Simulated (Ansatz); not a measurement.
Consider ZnSe in the zinc blende structure (space group F-43m, No. 216).

```cif
data_SeZn
_chemical_formula_sum 'Zn1 Se1'
_space_group_name_H-M_alt 'P 1'
_space_group_IT_number 1
_cell_length_a 4.05384
_cell_length_b 4.05384
_cell_length_c 4.05384
_cell_angle_alpha 60.000
_cell_angle_beta 60.000
_cell_angle_gamma 60.000
loop_
_space_group_symop_operation_xyz
  'x, y, z'
loop_
_atom_site_label
_atom_site_type_symbol
_atom_site_fract_x
_atom_site_fract_y
_atom_site_fract_z
_atom_site_occupancy
Zn1 Zn 0.00000 0.00000 0.00000 1
Se1 Se 0.25000 0.25000 0.25000 1
```

Computed with PBE (Ansatz, an electronic-structure program), no spin-orbit coupling.

Strains are applied to the cell and any free atomic positions relax.

One change was made to it. Results:

| quantity | base | after |
|---|---|---|
| band gap | 1.15 eV | 0.82 eV |
| energy relative to the base (free energy F) | 0 meV/atom | +30 meV/atom |
| gap character | direct at Γ | direct at Γ |

Question: Name the change that was made.
A. isotropic strain +3.00 %
B. isotropic strain +2.50 %
C. isotropic strain +0.50 %
D. isotropic strain +2.00 %

Answer: A, isotropic strain +3.00 %. For comparison, the band gap in the other runs: isotropic strain +2.50 % gives 0.87 eV; isotropic strain +0.50 % gives 1.09 eV; isotropic strain +2.00 % gives 0.93 eV.

Whether these cells are dynamically stable was not tested.
